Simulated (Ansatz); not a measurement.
## SiC: pressure series

Take SiC in the wurtzite structure (space group P6_3mc, No. 186; a = 3.075 Å, c = 5.048 Å) as the base.

Cell and atoms are relaxed at each pressure.

All numbers come from r2SCAN in Ansatz (plane waves to 500 eV, PAW, no spin-orbit coupling).

Notes on the quantities. enthalpy: H = E + PV relative to the base's energy.

| variant | shortest interatomic distance | band gap | density | enthalpy |
|---|---|---|---|---|
| base | 188.3 pm | 2.65 eV | 3.22 g/cm³ | – |
| pressure −2 GPa | 188.9 pm | 2.67 eV | 3.19 g/cm³ | -0.13 eV/atom |
| pressure −1 GPa | 188.6 pm | 2.66 eV | 3.21 g/cm³ | -0.06 eV/atom |
| pressure 3 GPa | 187.5 pm | 2.63 eV | 3.26 g/cm³ | +0.19 eV/atom |
| pressure 7 GPa | 186.5 pm | 2.61 eV | 3.32 g/cm³ | +0.45 eV/atom |
| pressure 15 GPa | … | … | … | +0.94 eV/atom |
| pressure 30 GPa | 181.7 pm | 2.49 eV | 3.59 g/cm³ | +1.83 eV/atom |
| pressure 50 GPa | 178.5 pm | 2.41 eV | 3.78 g/cm³ | +2.96 eV/atom |
| pressure 75 GPa | 175.2 pm | 2.32 eV | 4.00 g/cm³ | +4.29 eV/atom |
| pressure 100 GPa | 172.4 pm | 2.25 eV | 4.20 g/cm³ | +5.56 eV/atom |

What belongs in the blanks?


- pressure 15 GPa, shortest interatomic distance: 184.7 pm
- pressure 15 GPa, band gap: 2.56 eV
- pressure 15 GPa, density: 3.42 g/cm³

Load acts through the strain it causes; cell and atoms are relaxed under it. No phonon test of stability was made. No other phases were tried under pressure.

Ansatz is a program for electronic structure.
